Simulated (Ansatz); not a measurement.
The starting structures come from a database of crystals and need not be the phases stable at ambient conditions.

Tunnelling through a barrier is set by its complex band structure: the current falls as exp(−2κd) with the smallest κ.

Given:

```xyz
4
Lattice="5.8140 0.0000 0.0000 1.9380 5.9220 0.0000 2.9070 0.0000 1.6784" Properties=species:S:1:pos:R:3 pbc="T T T"
Sr     0.0000     0.0000     0.0000
Hf     3.8760     2.9610     0.0000
N      5.8140     4.1329     0.0000
N      1.9380     1.7891     0.0000
```

Space group of this cell: R-3m. The cell is taken as given; by r2SCAN its mean pressure is -2.0 GPa.

Transport runs along the normal of the first two printed cell vectors, the (110) plane of the conventional cell.

The gap is the functional's own, uncorrected, and κ follows it; spin-orbit coupling is left out. Mid-gap values are interpolated between the computed energies.

Question: Compute, with r2SCAN in Ansatz (a first-principles code), the band gap and the smallest decay constant κ at mid-gap.

Answer: Gap 0.66 eV on a 18×18×18 mesh; κ = 0.116 1/Å, at the zone centre.
